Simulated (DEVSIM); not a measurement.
System: Ni/Si3N4/p-Ge capacitor, at 400 K.

```
layer (left to right)  material  thickness (nm)  Na (cm⁻³)
---------------------  --------  --------------  ---------
1                         Si3N4            27.0          -
2                            Ge            1600     2.8e17
```

Metal gate on the left, work function 5.1 eV. Fixed charge at the semiconductor interface 3.5e10 cm⁻² (in units of +e); no interface traps.

Constants are typed, rounded textbook-type inputs, not results; the design itself was drawn at random and stands for no fabricated device. Values at 300 K; Nc and Nv go as T^1.5, mobilities as T to minus their exponent, the gap by Varshni's rule with the affinity fixed.

```csv
parameter,Si3N4,Ge
gap (eV),5.1,0.664
affinity (eV),2.1,4
permittivity,7.5,16
Nc (cm⁻³),-,1.04e19
Nv (cm⁻³),-,6e18
Varshni α (eV/K),-,0.000477
Varshni β (K),-,235
```

Model (solved in DEVSIM): 1D Poisson equation in equilibrium, Boltzmann statistics, complete ionisation; no quantum confinement or tunnelling. Metal contacts follow the ideal Schottky-Mott rule: no Fermi-level pinning, no interface dipoles.

Give the band bending (positive: bands bend down) and minority sheet density.


```json
[
 {"Vg (V)": "-0.9", "ψs (V)": "-0.117", "minority carriers (cm⁻²)": "1.1e9"},
 {"Vg (V)": "-0.6", "ψs (V)": "-0.103", "minority carriers (cm⁻²)": "1.1e9"},
 {"Vg (V)": "-0.3", "ψs (V)": "-0.086", "minority carriers (cm⁻²)": "1.1e9"},
 {"Vg (V)": "0", "ψs (V)": "-0.064", "minority carriers (cm⁻²)": "1.2e9"},
 {"Vg (V)": "0.3", "ψs (V)": "-0.036", "minority carriers (cm⁻²)": "1.2e9"},
 {"Vg (V)": "0.6", "ψs (V)": "0.004", "minority carriers (cm⁻²)": "1.2e9"},
 {"Vg (V)": "0.9", "ψs (V)": "0.062", "minority carriers (cm⁻²)": "1.2e9"},
 {"Vg (V)": "1.2", "ψs (V)": "0.144", "minority carriers (cm⁻²)": "1.4e9"},
 {"Vg (V)": "1.5", "ψs (V)": "0.250", "minority carriers (cm⁻²)": "4.5e9"},
 {"Vg (V)": "1.8", "ψs (V)": "0.360", "minority carriers (cm⁻²)": "6.4e10"},
 {"Vg (V)": "2.1", "ψs (V)": "0.423", "minority carriers (cm⁻²)": "3.2e11"},
 {"Vg (V)": "2.4", "ψs (V)": "0.454", "minority carriers (cm⁻²)": "6.9e11"},
 {"Vg (V)": "2.7", "ψs (V)": "0.475", "minority carriers (cm⁻²)": "1.1e12"},
 {"Vg (V)": "3", "ψs (V)": "0.490", "minority carriers (cm⁻²)": "1.5e12"},
 {"Vg (V)": "3.3", "ψs (V)": "0.502", "minority carriers (cm⁻²)": "2.0e12"}
]
```
